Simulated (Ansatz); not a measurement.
Structure of amorphous Hf18O39La2 (periodic cell):

```xyz
59
Lattice="9.2167 0.0000 0.0000 0.0000 9.2167 0.0000 0.0000 0.0000 9.2167" Properties=species:S:1:pos:R:3 pbc="T T T"
Hf     4.5245     1.7020     0.6683
Hf     3.2837     7.2388     1.6163
Hf     3.7406     8.6186     7.7820
Hf     0.0970     7.0096     4.1123
Hf     8.4782     4.3105     8.1930
Hf     8.3152     3.2825     2.2525
Hf     0.4126     0.6379     8.8041
Hf     2.1548     5.8912     7.0955
Hf     1.7363     0.9749     2.5805
Hf     0.1489     6.8583     0.9343
Hf     7.5011     7.4787     7.3256
Hf     5.6330     1.7124     3.7138
Hf     3.8539     2.4973     6.3549
Hf     2.1626     3.8185     0.7961
Hf     4.7151     7.9646     4.8467
Hf     6.5495     8.4464     1.7090
Hf     5.6798     4.8810     0.8922
Hf     6.7768     4.7872     4.6984
O      2.2026     2.4448     5.2421
O      0.6821     9.0794     3.9907
O      4.3026     3.6347     0.0423
O      4.5481     0.8470     5.2614
O      6.9270     5.8586     8.6696
O      8.6070     9.1111     7.0118
O      7.9971     8.3893     0.1448
O      1.5261     4.2181     8.1573
O      1.3439     3.1338     2.6791
O      7.6316     2.3192     3.9909
O      4.5623     1.3493     7.8798
O      6.1690     4.0136     2.6718
O      2.0082     0.3924     7.5677
O      5.6221     8.0661     6.9023
O      7.2360     3.5289     0.4498
O      3.8188     1.9506     2.6628
O      3.1949     7.4997     6.1619
O      1.4815     8.5412     1.0651
O      7.7075     4.0738     6.3705
O      6.2272     8.8816     3.6740
O      1.4489     6.5013     2.5422
O      8.4611     4.9394     3.5901
O      6.2409     1.2789     1.6674
O      5.2131     3.2837     5.0361
O      7.7375     6.7356     5.4388
O      8.0910     7.2828     2.4196
O      4.4255     8.8370     0.6026
O      2.3595     1.7983     0.5926
O      3.4689     5.1422     1.7723
O      3.4182     8.3683     3.2604
O      1.3136     5.8614     5.2582
O      9.0342     2.3326     8.0200
O      5.1655     6.0556     4.4630
O      2.9882     6.8747     8.7531
O      5.3977     6.7915     1.6049
O      0.1939     4.7655     0.9837
O      9.1491     1.4289     1.5614
O      3.4828     4.5499     6.4586
O      0.1714     6.4139     7.9978
La     2.9186     4.5482     4.0766
La     0.0152     1.6978     5.6763
```

Method: PBE, scalar-relativistic without spin-orbit coupling (plane waves to 420 eV, PAW; Ansatz, a program for electronic structure).

It comes from a melt-quench run on a machine-learned potential (CHGNet), relaxed afterwards by DFT. O atoms were pushed apart under 1.9 Å during the dynamics, to hinder bonds among them. The hot cell started wider than the set density and was brought back towards it in steps. It is the lowest in DFT energy of 2 quenches. It is a model cell: composition and starting density were chosen by hand, and all elements were melted together. No dispersion term was used. Its density started from a set value of 8.75 and ended at 8.73 g/cm³. The simulated quench (nominally 380 K/ps over its main leg) is rapid and tends to freeze in more defects than a deposited or slowly cooled glass has. A cell of this size samples the disorder only roughly. The volume was free in the relaxation, at fixed shape. Stress components on the final sampling reach 3.5 GPa.

Cut-offs for bonds: Hf-Hf 3.34 Å, Hf-O 2.76 Å, Hf-La 3.65 Å, O-O 1.58 Å, O-La 3.00 Å, La-La 3.96 Å. Two cations that share two anions don't count as bonded, nor two that share one unless they lie closer than Hf-Hf 3.25 Å, Hf-La 3.55 Å, La-La 3.85 Å.

Problem. Give the coordination numbers, mean bond lengths and angles.

Solution. 
* **Mean coordination of Hf by anions**: 6.33 (1 with 5, 10 with 6, 7 with 7)
* **Mean coordination of O**: 3.28 (1 with 2, 26 with 3, 12 with 4)
* **Mean coordination of La by anions**: 7.00 (1 with 6, 1 with 8)
* **Mean Hf-O bond**: 2.148 Å (spread 0.128 Å, 114 counted)
* **Mean O-La bond**: 2.553 Å (spread 0.190 Å, 14 counted)
* **Bond angle at Hf**: mean 102.3°, spread 28.9°
* **Bond angle at O**: mean 112.7°, spread 17.9°
* **Bond angle at La**: mean 100.8°, spread 30.0°

Problem. List the pairs of like atoms that count as bonded by the rules above.

Solution. There are none by these rules.
